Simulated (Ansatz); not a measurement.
We consider KSrH₃ (model structure, started from the KMgH3 type, Pm-3m, No. 221, 5 atoms in the cell), described by PBEsol (PAW; Ansatz, an electronic-structure program).

Numerical settings: plane-wave cutoff 520 eV, 8×8×8 k mesh, Fermi–Dirac smearing 0.01 eV, scalar-relativistic PAW data made under PBE.

Cell (relaxed with PBEsol):

```
CELL_PARAMETERS angstrom
      4.71935     0.00000     0.00000
      0.00000     4.71935     0.00000
      0.00000     0.00000     4.71935
ATOMIC_POSITIONS crystal
  K  0.00000 0.00000 0.00000
  Sr 0.50000 0.50000 0.50000
  H  0.50000 0.00000 0.50000
  H  0.00000 0.50000 0.50000
  H  0.50000 0.50000 0.00000
```

**Question.** Predict the band gap, smallest direct gap on the k points sampled and Γ–Γ gap.

**Answer.** 
- band gap = 2.52 eV
- smallest direct gap on the k points sampled = 2.60 eV
- Γ–Γ gap = 7.07 eV

Note: the relaxation could raise the start's symmetry but not lower it, so the cell can be a saddle point.

Spin–orbit coupling is not included.

Static lattice: no zero-point or thermal effects.

A model structure was made by putting elements into a prototype or built by hand; it is no filed structure, need not be a known phase, and can be a saddle point held by its symmetry.
